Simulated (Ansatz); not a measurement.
CsCl-type RuAl was calculated with HSE06 in Ansatz (PAW).

Settings: plane-wave cutoff 460 eV, 10×10×10 k mesh, Fermi–Dirac smearing 0.05 eV, no spin polarisation, scalar-relativistic PAW data made under PBE.

Energies at three volumes about the minimum:

```
V (Å³/atom)  E − E_lowest (meV/atom)
-----------  -----------------------
12.784                          5.30
13.248                          0.00
13.440                          4.48
```

### Question
Fit a parabola by hand: where is the minimum, what lattice constant follows, and what is the bulk modulus?

### Answer
Slopes: (0.00 − 5.30)/(13.248 − 12.784) = -11.422 and (4.48 − 0.00)/(13.440 − 13.248) = 23.333 meV/Å³. Curvature E″ = 2 × (23.333 − (-11.422))/(13.440 − 12.784) = 105.960 meV/Å⁶. From the middle of the first interval, the slope vanishes at V0 = 13.0160 − (-11.422)/105.960 = 13.124 Å³/atom. B = V0 E″ = 13.124 × 105.960 meV/Å³ × 0.1602 GPa per meV/Å³ = 223 GPa. With 2 atoms in the cube, a = (2 × 13.124)^(1/3) = 2.972 Å. The full Birch–Murnaghan fit to all volumes gives V0 = 13.116 Å³/atom and B0 = 226 GPa.

Measured, for comparison: lattice constant a 2.992 Å (temperature not stated, copied from a table, unchecked, not corrected to a static lattice; as tabulated in Acta Metallurgica 41, 863 (1993)).

Note: the run has no spin polarisation, so it can have missed a magnetic state.

Ansatz is a program for electronic structure.
